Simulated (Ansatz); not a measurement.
# Hypothetical fluorite HfSi2: element substitutions

The parent structure is HfSi2 in the fluorite structure (space group Fm-3m, No. 225; a = 6.183 Å; a hypothetical phase, not in the database extracts checked).

Each row replaces one element on all its sites; cell and atoms are relaxed.

Method: Ansatz (a quantum-chemistry and plane-wave program), PBEsol, PAW, cutoff 420 eV, without spin-orbit coupling.

```json
[
 {"case": "base", "density": "6.59 g/cm³", "shortest interatomic distance": "2.677 Å"},
 {"case": "Hf → W", "density": "8.03 g/cm³", "shortest interatomic distance": "2.526 Å"},
 {"case": "Hf → Ta", "density": "7.31 g/cm³", "shortest interatomic distance": "2.595 Å"},
 {"case": "Hf → Sm", "density": "4.99 g/cm³", "shortest interatomic distance": "2.816 Å"}
]
```

The magnetic state is the one reached from the starting moments; the real material's order can differ, and small cells can't hold many antiferromagnetic ones. The 4f electrons are in the valence with no U and their state was not checked, so volumes and moments can be off. Stability against distortions was not tested. As relaxed here, WSi2, TaSi2 and SmSi2 are hypothetical phases, not in the database extracts checked. Spin-polarised in the final run: SmSi2; the other runs are not. An odd electron count without spin: TaSi2. WSi2, HfSi2 and TaSi2 have a high density of states at the Fermi level and may be magnetic at this level.
